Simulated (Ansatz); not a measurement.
A computed series for Ge: response to strain

Start from Ge in the diamond structure (space group Fd-3m, No. 227; a = 5.7617 Å).

Strains are applied to the cell and any free atomic positions relax.

All numbers come from PBE (Ansatz, an electronic-structure program), without spin-orbit coupling.

Notes on the quantities. energy relative to the base: free energy F.

```csv
isotropic strain (%),energy relative to the base (meV/atom)
-3,39.9
-2.5,27.1
-2,17.0
-1,4.1
-0.5,1.0
0,0.0
0.5,?
1,3.8
1.5,8.4
```

**Question.** Fit ΔE = Aε² + Bε³ (ε in %) to the rows shown and predict the withheld row.

**Answer.** Least squares on the printed values gives A = 3.95 and B = -0.16 meV/atom (largest residual 0.1 meV/atom); this predicts 1.0 meV/atom, and the run gives 1.0 meV/atom, in agreement.

Stability against distortions was not tested.
